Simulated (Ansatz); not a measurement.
The parent structure is CuAu (space group P4/mmm, No. 123; relaxed with 0.1 eV smearing).

```
CuAu
1.0
    2.81285     0.00000     0.00000
    0.00000     2.81285     0.00000
    0.00000     0.00000     3.59296
Cu Au
1 1
Direct
  0.00000   0.00000   0.00000
  0.50000   0.50000   0.50000
```

Cartesian axes are those of the cell as printed.

The values are results of DFT with PBEsol, PAW potentials and a 420 eV plane-wave cutoff in Ansatz (a quantum-chemistry and plane-wave program), no spin-orbit coupling, not measurements.

Base values:

The pressure is 0.0 GPa and the shortest interatomic distance is 2.680 Å.

Now apply this change: the cell is stretched by 2.50 % along z with no lateral relaxation, atoms relaxed at fixed cell.

Q: What happens to the pressure, energy relative to the base and shortest interatomic distance?

A: The pressure (mean of the normal stresses, compression positive) goes from zero to -3.9 GPa; the energy goes up by 4.9 meV/atom; the shortest interatomic distance increases by 0.030 Å, from 2.680 Å to 2.710 Å.

The cells carry an imposed strain or load. Whether these cells are dynamically stable was not tested. The final runs are not spin-polarised.
